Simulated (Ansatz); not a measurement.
## Hypothetical diamond Mg: pressure series

Consider Mg in the diamond structure (space group Fd-3m, No. 227; a hypothetical phase, not in the database extracts checked).

```
Mg
1.0
    0.00000     3.43566     3.43566
    3.43566     0.00000     3.43566
    3.43566     3.43566     0.00000
Mg
2
Direct
  0.75000   0.75000   0.75000
  0.50000   0.50000   0.50000
```

Cell and atoms are relaxed at each pressure.

Computed with PBE in Ansatz (plane waves to 420 eV, PAW, scalar-relativistic without spin-orbit coupling).

Two rows of this table had their results exchanged by mistake.

```json
[
 {"pressure": "pressure −1 GPa", "volume per atom (Å³)": "28.52", "shortest distance (Å)": "2.646", "band gap": "zero"},
 {"pressure": "pressure 0.3 GPa", "volume per atom (Å³)": "39.47", "shortest distance (Å)": "2.949", "band gap": "zero"},
 {"pressure": "pressure 0.7 GPa", "volume per atom (Å³)": "38.24", "shortest distance (Å)": "2.918", "band gap": "zero"},
 {"pressure": "pressure 1.5 GPa", "volume per atom (Å³)": "36.25", "shortest distance (Å)": "2.866", "band gap": "zero"},
 {"pressure": "pressure 3 GPa", "volume per atom (Å³)": "33.44", "shortest distance (Å)": "2.790", "band gap": "zero"},
 {"pressure": "pressure 5 GPa", "volume per atom (Å³)": "30.84", "shortest distance (Å)": "2.716", "band gap": "zero"},
 {"pressure": "pressure 7.5 GPa", "volume per atom (Å³)": "45.57", "shortest distance (Å)": "3.093", "band gap": "zero"},
 {"pressure": "pressure 10 GPa", "volume per atom (Å³)": "26.76", "shortest distance (Å)": "2.590", "band gap": "zero"}
]
```

Problem. Which two?

Solution. The rows for pressure −1 GPa and pressure 7.5 GPa: the volume has to fall steadily with pressure, so 45.57 Å³ belongs to pressure −1 GPa and 28.52 Å³ to pressure 7.5 GPa.

Load acts through the strain it causes; cell and atoms are relaxed under it. Stability against distortions was not tested. Competing high-pressure phases were not computed.

Ansatz is a quantum-chemistry and plane-wave program.
